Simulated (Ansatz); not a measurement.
The cell is made up: elements placed on another compound's structure type, so the phase may be hypothetical.

Inside the gap of an insulator the Bloch states are evanescent, with a wavenumber k + iκ along the transport direction.

Given:

```
C2GeSi
1.0
    4.45534     0.00000     0.00000
    0.00000     4.46343     0.00000
    0.00000     2.23172     2.23172
Ge Si C
1 1 2
Direct
  0.50000   0.50000   0.00000
  0.00000   0.00000   0.00000
  0.23556   0.50000   0.50000
  0.76444   0.00000   0.50000
```

Space group of this cell: P-4m2. The cell was relaxed by PBE-D3(BJ).

Transport runs along the normal of the first two printed cell vectors.

The gap is the functional's own, uncorrected, and κ follows it; spin-orbit coupling is left out. Mid-gap values are interpolated between the computed energies.

Question: Give the band gap and the smallest decay constant κ at mid-gap that Ansatz (a quantum-chemistry and plane-wave program) with r2SCAN yields.

Answer: Gap 1.80 eV on a 8×14×14 mesh; κ = 0.218 1/Å, at the zone centre.
